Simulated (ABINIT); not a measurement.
Input and output of a self-consistent single point for ZnS (F-43m, 2 atoms in the cell) (ABINIT).

Computed with PBE, PAW (JTH v2.0 PBE PAW) (plane waves; ABINIT).

The change in words: lattice scaled by 0.98. Reference geometry:
```xyz
2
Lattice="0.0000 2.7050 2.7050 2.7050 0.0000 2.7050 2.7050 2.7050 0.0000" Properties=species:S:1:pos:R:3 pbc="T T T"
Zn     0.0000     0.0000     0.0000
S      1.3525     1.3525     1.3525
```

Reference input (self-consistent single point, DFT, PBE, plane waves, PAW (JTH v2.0 PBE PAW)): pseudos = [Zn.GGA_PBE-JTH.xml, S.GGA_PBE-JTH.xml]; ecut = 30 Ha; pawecutdg = 60 Ha; pawxcdev = 0; ixc = 11; occopt = 3; tsmear = 0.05 eV; ngkpt = 7 7 7; nshiftk = 1; shiftk = 0 0 0; potentials = JTH v2.0 PBE PAW; nband = 14. This run's input differs from it in these lines:

```diff
@@ -3,3 +3,3 @@
 pseudos "Zn.GGA_PBE-JTH.xml, S.GGA_PBE-JTH.xml"
-acell 7.2290484310 7.2290484310 7.2290484310
+acell 7.0844674624 7.0844674624 7.0844674624
 rprim
@@ -14,3 +14,3 @@
          0.0000000000    0.0000000000    0.0000000000
-         2.5558545836    2.5558545836    2.5558545836
+         2.5047374919    2.5047374919    2.5047374919
 ecut 30 Ha
```

Output (repeated stretches shortened):

```
--- !BeginCycle
solver: {iscf: 17, nstep: 100, nline: 4, wfoptalg: 10, }
tolerances: {tolvrs: 1.00E-12, }
...

     iter   Etot(hartree)      deltaE(h)  residm     nres2
 ETOT  1  -74.078034949998    -7.408E+01 5.010E+00 5.721E+00
 ETOT  2  -74.710095696324    -6.321E-01 9.816E-01 6.094E+00
 ETOT  3  -74.694995087278     1.510E-02 1.067E-01 1.993E+00
 ETOT  4  -74.693917307329     1.078E-03 4.246E-02 6.786E-01
 ETOT  5  -74.693459838050     4.575E-04 2.280E-02 1.435E-01
   [... 12 lines left out ...]
 ETOT 18  -74.693566879921    -2.228E-11 1.387E-04 9.359E-11
 ETOT 19  -74.693566879925    -4.590E-12 9.973E-05 4.755E-11
 ETOT 20  -74.693566879925     9.379E-13 2.778E-05 1.578E-12
 ETOT 21  -74.693566879925    -7.390E-13 6.465E-06 3.547E-13
 At SCF step   21       nres2   =  3.55E-13 < tolvrs=  1.00E-12 =>converged.

 Cartesian components of stress tensor (hartree/bohr^3)
  sigma(1 1)= -2.19265989E-04  sigma(3 2)=  0.00000000E+00
  sigma(2 2)= -2.19265989E-04  sigma(3 1)=  0.00000000E+00
  sigma(3 3)= -2.19265989E-04  sigma(2 1)=  0.00000000E+00

 ----iterations are completed or convergence reached----

 reduced coordinates (array xred) for    2 atoms
       0.000000000000      0.000000000000      0.000000000000
       0.250000000000      0.250000000000      0.250000000000
 cartesian forces (eV/Angstrom) at end:
    1     -0.00000000000000    -0.00000000000000    -0.00000000000000
    2     -0.00000000000000    -0.00000000000000    -0.00000000000000
 frms,max,avg= 0.0000000E+00 0.0000000E+00   0.000E+00  0.000E+00  0.000E+00 e/A
   [... lines left out ...]
 Fermi (or HOMO) energy (hartree) =   0.26665   Average Vxc (hartree)=  -0.35329
 Fermi (or HOMO) energy (eV) =   7.25585   Average Vxc (eV)=  -9.61346
   [... lines left out ...]
'-kT*entropy'       : -5.78047552883336E-14
total_energy        : -7.46935669871163E+01
total_energy_eV     : -2.03251532315904E+03
...

-Cartesian components of stress tensor (GPa)         [Pressure=  6.4510E+00 GPa]
- sigma(1 1)= -6.45102703E+00  sigma(3 2)=  0.00000000E+00
- sigma(2 2)= -6.45102703E+00  sigma(3 1)=  0.00000000E+00
- sigma(3 3)= -6.45102703E+00  sigma(2 1)=  0.00000000E+00

 Calculation completed.
```

The run converged in 21 iterations. Against the reference run the free energy rises by 27.2 meV/atom, the pressure goes from 1.23 to 6.45 GPa and the gap on the mesh goes from 2.084 to 2.349 eV.

The starting cell has typed, rounded lattice constants, without a prior relaxation at this level. For this run, on top of that: lattice scaled by 0.98. With a pressure of about 6 GPa the cell is away from its equilibrium volume at this level.

Cost on one core of a shared machine: roughly 50 s.
